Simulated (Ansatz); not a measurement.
# Cr2C (space group P4/nmm, No. 129; non-magnetic; a hypothetical phase, not in the database extracts checked)

```
Cr2C
1.0
    3.07823     0.00000     0.00000
    0.00000     3.07823     0.00000
    0.00000     0.00000     5.62267
Cr C
4 2
Direct
  0.00000   0.00000   0.00000
  0.50000   0.50000   0.00000
  0.50000   0.00000   0.35578
  0.00000   0.50000   0.64422
  0.50000   0.00000   0.71720
  0.00000   0.50000   0.28280
```

Method: PBEsol (Ansatz, a program for electronic structure), no SOC. Settings: 15×15×8 k-points, 0.05 eV Fermi–Dirac smearing.

| Property | Result |
|---|---|
| Volume per atom | 8.88 Å³ |
| Density | 7.23 g/cm³ |
| Band gap | zero |
| Total energy | -2314.883 eV/atom (σ→0; compares only within this code and set-up) |

Whether these cells are dynamically stable was not tested. Seeded moments were not kept for the base. All final runs are without spin polarisation.
